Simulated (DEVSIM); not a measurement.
System: Ni/Si3N4/p-Ge capacitor, at 300 K.

```csv
layer (left to right),material,thickness (nm),Na (cm⁻³)
1,Si3N4,2.90,-
2,Ge,4600,1.7e16
```

Metal gate on the left, work function 5.1 eV. Fixed charge at the semiconductor interface 1.4e11 cm⁻² (in units of +e); no interface traps.

This is a model device: material constants are rounded textbook-type values typed into the input, and sizes, dopings and lifetimes were drawn at random. Values at 300 K; Nc and Nv go as T^1.5, mobilities as T to minus their exponent, the gap by Varshni's rule with the affinity fixed.

```csv
parameter,Si3N4,Ge
gap (eV),5.1,0.664
affinity (eV),2.1,4
permittivity,7.5,16
Nc (cm⁻³),-,1.04e19
Nv (cm⁻³),-,6e18
Varshni α (eV/K),-,0.000477
Varshni β (K),-,235
```

Model (solved in DEVSIM): 1D Poisson equation in equilibrium, Boltzmann statistics, complete ionisation; no quantum confinement or tunnelling. Metal contacts follow the ideal Schottky-Mott rule: no Fermi-level pinning, no interface dipoles.

Base results: minimum of the low-frequency capacitance (μF/cm²) 0.0906; flat-band voltage (V) 0.58; threshold voltage (band bending 2φF) (V) 0.95; capacitance of the dielectric stack (μF/cm²) 2.29.

Problem. What follows from this one change: temperature 300 → 350 K?

Solution. minimum of the low-frequency capacitance 0.0906 → 0.114 μF/cm²; flat-band voltage 0.58 → 0.63 V; threshold voltage (band bending 2φF) 0.95 → 0.91 V; capacitance of the dielectric stack little changed (2.29 μF/cm²).

Problem. What follows from this one change: gate work function 5.1 → 5.4 eV?

Solution. minimum of the low-frequency capacitance little changed (0.0906 μF/cm²); flat-band voltage 0.58 → 0.88 V; threshold voltage (band bending 2φF) 0.95 → 1.25 V; capacitance of the dielectric stack little changed (2.29 μF/cm²).

Problem. What follows from this one change: Si3N4 thickness 0.0029 → 0.0035 μm?

Solution. minimum of the low-frequency capacitance little changed (0.0900 μF/cm²); flat-band voltage little changed (0.58 V); threshold voltage (band bending 2φF) little changed (0.95 V); capacitance of the dielectric stack 2.29 → 1.90 μF/cm².
